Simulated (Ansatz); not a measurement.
Here is the system:

```yaml
crystal:
  lattice:
    - [3.18249, 0.00000, 0.00000]
    - [-1.59125, 2.75612, 0.00000]
    - [0.00000, 0.00000, 5.27722]
  atoms:
    - { symbol: Zr, position: [0.66667, 0.33333, 0.75000] }
    - { symbol: Zr, position: [0.33333, 0.66667, 0.25000] }
```

No spin polarisation.

All numbers come from Ansatz (a quantum-chemistry and plane-wave program) PBEsol, no SOC. Γ-centred 21×21×11 mesh, Fermi–Dirac width 0.1 eV.

### Question
What band gap does the calculation give?

### Answer
Zero.

### Question
Estimate the pressure (mean of the normal stresses, compression positive).

### Answer
-2.9 GPa.

The cells carry an imposed strain or load. Stability against distortions was not tested. All final runs are without spin polarisation. The cell was made from Zr in the hcp (Mg type) structure (space group P6_3/mmc, No. 194) by this change: uniaxial strain ε_zz = +3.00 %.
